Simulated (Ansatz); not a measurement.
# Cohesive energy of TiTe2 (model structure, started from the CdI2 type, P-3m1, No. 164, 3 atoms in the cell) at several levels of theory

No measured value is used here.

```json
[
 {"level (code)": "LDA (Ansatz)", "value (eV/atom)": "5.07", "cell (Å³/atom)": "24.59"},
 {"level (code)": "PBE (Ansatz)", "value (eV/atom)": "4.07", "cell (Å³/atom)": "28.47"},
 {"level (code)": "PBEsol (Ansatz)", "value (eV/atom)": "4.54", "cell (Å³/atom)": "25.41"},
 {"level (code)": "PBE-D3(BJ) (Ansatz)", "value (eV/atom)": "4.57", "cell (Å³/atom)": "25.20"},
 {"level (code)": "r²SCAN (Ansatz)", "value (eV/atom)": "?", "cell (Å³/atom)": "28.79"},
 {"level (code)": "r²SCAN+rVV10 (Ansatz)", "value (eV/atom)": "?", "cell (Å³/atom)": "27.32"}
]
```

Fill in the missing entries.


- r²SCAN (Ansatz, a first-principles code), value (eV/atom): 3.90
- r²SCAN+rVV10 (Ansatz), value (eV/atom): 4.14

Free atoms are spin-polarised, in the lowest state found; at levels without +SOC their spin–orbit coupling is left out.  Density-functional levels without +SOC have no spin–orbit coupling, which shifts binding energies of heavy elements. Each level is taken at its own relaxed cell. Cutoffs differ between the levels. Ansatz's density-functional and Hartree–Fock values are scalar-relativistic unless marked +SOC, with PAW data made under PBE.

A model structure was made by putting elements into a prototype or built by hand; here it ended with the formula and space group of a phase in our tables.
